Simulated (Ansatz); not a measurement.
Seebeck coefficient (μV/K, mean over directions) of p-type BP (F-43m) against carrier density, r2SCAN with spin-orbit coupling, rigid bands (Ansatz, a quantum-chemistry and plane-wave program). Computed gap 1.40 eV; densities at which minority carriers matter at this gap, or further valleys turn the trend, are left out. Conductivity mass 0.40 mₑ (harmonic mean over directions), N_v = 2.3e19 cm⁻³ at 300 K.

| hole density | 300 K | 500 K |
|---|---|---|
| 1e16 cm⁻³ | 909 | 979 |
| 1e17 cm⁻³ | 710 | 780 |
| 1e18 cm⁻³ | 512 | ? |
| 3e18 cm⁻³ | 418 | ? |
| 1e19 cm⁻³ | 317 | 385 |
| 3e19 cm⁻³ | ? | 293 |
| 1e20 cm⁻³ | 141 | 196 |
| 3e20 cm⁻³ | 78 | 119 |
| 1e21 cm⁻³ | 36 | 59 |

Problem. Fill in the missing entries.

Solution. 
- 1e18 cm⁻³, 500 K: 582
- 3e18 cm⁻³, 500 K: 488
- 3e19 cm⁻³, 300 K: 229

Rigid bands with a gap fixed in temperature, one relaxation time for all states, no polarons or phonon drag, and whether or not such doping can be reached.
